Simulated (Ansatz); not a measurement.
For PbTe (model structure, started from the WC type, P-6m2, No. 187, 2 atoms in the cell), PBE (Ansatz, a first-principles code, plane waves, PAW) gives:

- lattice constant a = 4.458 Å
- c axis length = 4.188 Å

What does PBE-D3(BJ) (Ansatz, plane waves, PAW) give for the same quantities?


- lattice constant a: 4.344 Å (decreases by 2.6 %)
- lattice parameter c: 4.178 Å (falls by 0.2 %)

Changes are worked out from the printed values.

Unless a cell is named, each level is at its own relaxed cell (PBE 36.05, PBE-D3(BJ) 34.15 Å³/atom).

Levels without +SOC leave out spin–orbit coupling, which shifts energies and cells of such heavy elements.

Caveats: a distance lies near a switch of the dispersion term, which can move the cell (PBE-D3(BJ)). Ansatz's density-functional and Hartree–Fock values are scalar-relativistic unless marked +SOC, with PAW data made under PBE.

A model structure was made by putting elements into a prototype or built by hand; it is no filed structure, need not be a known phase, and can be a saddle point held by its symmetry.
